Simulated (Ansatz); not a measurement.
Defect: Al vacancy in wurtzite AlN strained by -1.5 % along x and y, z held, charge state -3. Method: PBE, PAW (plane waves to 420 eV; Ansatz, an electronic-structure program).

72-site cell at the strained lattice (strain from the relaxed PBE one, atoms relaxed), a 2×2×2 k-point mesh shifted by half a step along c, smearing 0.01 eV, spin-restricted, no finite-size correction. Static, classical nuclei. The charge state is imposed; whether it is stable for some Fermi level was not computed. Forms of the defect that were not tried may lie lower.

Relaxed starting cell (atoms counted from 1):

```yaml
crystal:
  lattice:
    - [9.24990, 0.00000, 0.00000]
    - [-4.62495, 8.01065, 0.00000]
    - [0.00000, 0.00000, 10.03632]
  atoms:
    - { symbol: Al, position: [0.22178, 0.11095, 0.73938] }
    - { symbol: Al, position: [0.21958, 0.43750, 0.24816] }
    - { symbol: Al, position: [0.22114, 0.44421, 0.75068] }
    - { symbol: Al, position: [0.21959, 0.78220, 0.24816] }
    - { symbol: Al, position: [0.22114, 0.77704, 0.75068] }
    - { symbol: Al, position: [0.55053, 0.11314, 0.24816] }
    - { symbol: Al, position: [0.55569, 0.11159, 0.75068] }
    - { symbol: Al, position: [0.55053, 0.43751, 0.24816] }
    - { symbol: Al, position: [0.55569, 0.44421, 0.75068] }
    - { symbol: Al, position: [0.55511, 0.77761, 0.24987] }
    - { symbol: Al, position: [0.55512, 0.77762, 0.75031] }
    - { symbol: Al, position: [0.89523, 0.11315, 0.24816] }
    - { symbol: Al, position: [0.88852, 0.11159, 0.75068] }
    - { symbol: Al, position: [0.88845, 0.44429, 0.24815] }
    - { symbol: Al, position: [0.88845, 0.44428, 0.75092] }
    - { symbol: Al, position: [0.89523, 0.78220, 0.24816] }
    - { symbol: Al, position: [0.88852, 0.77704, 0.75068] }
    - { symbol: Al, position: [0.11210, 0.22062, 0.49750] }
    - { symbol: Al, position: [0.11236, 0.22038, 0.00399] }
    - { symbol: Al, position: [0.11123, 0.55567, 0.49826] }
    - { symbol: Al, position: [0.11186, 0.55599, 0.00408] }
    - { symbol: Al, position: [0.11211, 0.89160, 0.49749] }
    - { symbol: Al, position: [0.11235, 0.89210, 0.00400] }
    - { symbol: Al, position: [0.44113, 0.22062, 0.49749] }
    - { symbol: Al, position: [0.44063, 0.22037, 0.00400] }
    - { symbol: Al, position: [0.44336, 0.55410, 0.49880] }
    - { symbol: Al, position: [0.44356, 0.55450, 0.00117] }
    - { symbol: Al, position: [0.44336, 0.88937, 0.49879] }
    - { symbol: Al, position: [0.44356, 0.88917, 0.00117] }
    - { symbol: Al, position: [0.77706, 0.22150, 0.49826] }
    - { symbol: Al, position: [0.77675, 0.22087, 0.00408] }
    - { symbol: Al, position: [0.77706, 0.55567, 0.49826] }
    - { symbol: Al, position: [0.77674, 0.55599, 0.00407] }
    - { symbol: Al, position: [0.77863, 0.88937, 0.49879] }
    - { symbol: Al, position: [0.77823, 0.88917, 0.00117] }
    - { symbol: N, position: [0.22178, 0.11095, 0.46733] }
    - { symbol: N, position: [0.22178, 0.11095, 0.93172] }
    - { symbol: N, position: [0.22210, 0.44506, 0.43980] }
    - { symbol: N, position: [0.22296, 0.44611, 0.93813] }
    - { symbol: N, position: [0.22210, 0.77716, 0.43980] }
    - { symbol: N, position: [0.22296, 0.77698, 0.93813] }
    - { symbol: N, position: [0.55557, 0.11063, 0.43980] }
    - { symbol: N, position: [0.55576, 0.10977, 0.93813] }
    - { symbol: N, position: [0.55557, 0.44506, 0.43980] }
    - { symbol: N, position: [0.55576, 0.44610, 0.93813] }
    - { symbol: N, position: [0.55511, 0.77761, 0.44014] }
    - { symbol: N, position: [0.55512, 0.77762, 0.93940] }
    - { symbol: N, position: [0.88767, 0.11063, 0.43980] }
    - { symbol: N, position: [0.88663, 0.10977, 0.93813] }
    - { symbol: N, position: [0.88845, 0.44428, 0.43942] }
    - { symbol: N, position: [0.88845, 0.44428, 0.94086] }
    - { symbol: N, position: [0.88767, 0.77716, 0.43980] }
    - { symbol: N, position: [0.88663, 0.77697, 0.93812] }
    - { symbol: N, position: [0.10224, 0.23048, 0.18287] }
    - { symbol: N, position: [0.10766, 0.22508, 0.69047] }
    - { symbol: N, position: [0.11315, 0.55664, 0.19227] }
    - { symbol: N, position: [0.11021, 0.55516, 0.68865] }
    - { symbol: N, position: [0.10225, 0.87188, 0.18287] }
    - { symbol: N, position: [0.10765, 0.88269, 0.69046] }
    - { symbol: N, position: [0.46085, 0.23049, 0.18287] }
    - { symbol: N, position: [0.45004, 0.22507, 0.69046] }
    - { symbol: N, position: [0.44465, 0.55669, 0.18992] }
    - { symbol: N, position: [0.44417, 0.55571, 0.68879] }
    - { symbol: N, position: [0.44466, 0.88808, 0.18992] }
    - { symbol: N, position: [0.44417, 0.88857, 0.68878] }
    - { symbol: N, position: [0.77610, 0.21958, 0.19227] }
    - { symbol: N, position: [0.77757, 0.22253, 0.68866] }
    - { symbol: N, position: [0.77610, 0.55664, 0.19226] }
    - { symbol: N, position: [0.77757, 0.55516, 0.68866] }
    - { symbol: N, position: [0.77604, 0.88808, 0.18992] }
    - { symbol: N, position: [0.77702, 0.88856, 0.68878] }
```
Cell charge -3.

End state 1 differs by these moves (Å; atoms that move under 0.08 Å are left out):

```tsv
atom	element	Δx	Δy	Δz
1	Al	0.00	0.01	0.11
4	Al	0.09	0.00	0.00
6	Al	-2.98	0.00	0.00
7	Al	0.00	-0.01	-0.11
12	Al	-0.10	0.00	0.00
36	N	0.00	0.00	-0.28
42	N	0.00	0.00	0.28
54	N	0.12	-0.09	0.09
58	N	-0.01	0.13	0.07
60	N	-0.23	0.00	0.00
61	N	-0.08	0.00	0.00
64	N	-0.01	-0.13	-0.07
66	N	0.12	0.09	-0.09
```

Question: Estimate the forward and backward barriers to end state 1 that PBE, PAW returns for this input.

Answer: forward 2.11 eV, backward 2.11 eV; at the saddle point atom 6 has neighbours N at 1.76, 2 N at 2.15, 2 N at 2.21 Å. The saddle point's order was not checked, and it lies on a symmetry element of the cell, where a band can be held.

End state 2 differs by these moves (Å; atoms that move under 0.08 Å are left out):

```csv
atom,element,Δx,Δy,Δz
1,Al,0.02,0.02,0.15
24,Al,0.02,0.01,-0.08
25,Al,-1.50,-0.86,2.44
31,Al,-0.05,-0.01,-0.06
36,N,-0.04,-0.02,-0.27
37,N,-0.12,-0.06,0.01
43,N,0.10,-0.06,-0.05
45,N,0.00,0.12,-0.05
54,N,0.11,-0.06,0.07
58,N,0.00,0.13,0.07
60,N,-0.12,-0.06,0.34
61,N,-0.04,-0.02,-0.09
```

Question: Estimate the forward and backward barriers to end state 2 that PBE, PAW returns for this input.

Answer: forward 2.26 eV, backward 2.26 eV; at the saddle point atom 25 has neighbours N at 1.74, N at 1.84 Å. The saddle point's order was not checked, and it lies on a symmetry element of the cell, where a band can be held.

End state 3 differs by these moves (Å; atoms that move under 0.08 Å are left out):

```
atom  element     Δx     Δy     Δz
----  -------  -----  -----  -----
1          Al   0.00   0.01   0.10
2          Al   0.01   0.07   0.06
8          Al  -0.01   0.07   0.06
26         Al   0.00  -3.54  -2.48
27         Al   0.00   0.01  -0.12
36          N   0.00  -0.01  -0.27
38          N  -0.12  -0.07  -0.07
44          N   0.12  -0.07  -0.07
46          N   0.00   0.14  -0.07
54          N   0.12  -0.08   0.05
58          N   0.00   0.14   0.07
60          N  -0.12  -0.08   0.05
62          N   0.00  -0.01  -0.08
63          N   0.00   0.00   0.29
```

Question: What is the computed forward and backward barriers to end state 3 (PBE, PAW)?

Answer: forward 5.18 eV, backward 5.18 eV; at the saddle point atom 26 has neighbours 2 N at 1.80, N at 1.95 Å. The saddle point's order was not checked, and it lies on a symmetry element of the cell, where a band can be held.
